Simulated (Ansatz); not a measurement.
## PBE against PBEsol: hypothetical rock salt BAs, tensor shear ε_xz = +3.69 %

The reference is BAs in the rock salt structure (space group Fm-3m, No. 225; a = 4.614 Å; a hypothetical phase, not in the database extracts checked; relaxed with 0.1 eV smearing). Axes: x, y, z lie along the cube axes.

(Cell as relaxed with PBE.)

Levels (all Ansatz, an electronic-structure program, PAW): PBE (420 eV, no spin-orbit coupling); PBEsol (420 eV, no SOC).

Each level relaxes its own structure.

```
base                      PBE    PBEsol
-------------------  --------  --------
volume per atom      12.28 Å³  11.92 Å³
lattice parameter a  461.4 pm  456.9 pm
band gap                 zero      zero
```

Modification: a pure shear with ε_xz = ε_zx = 0.0369; the atoms relax in the strained cell.

| quantity | PBE | PBEsol |
|---|---|---|
| pressure (mean of the normal stresses, compression positive) | 0.2 GPa | 0.2 GPa |
| energy relative to the base (free energy F) | +13 meV/atom | +13 meV/atom |

The two agree on the pressure and energy relative to the base. Neither level is exact; PBEsol is the comparison here, not a measurement.

Whether these cells are dynamically stable was not tested. The final runs are not spin-polarised.
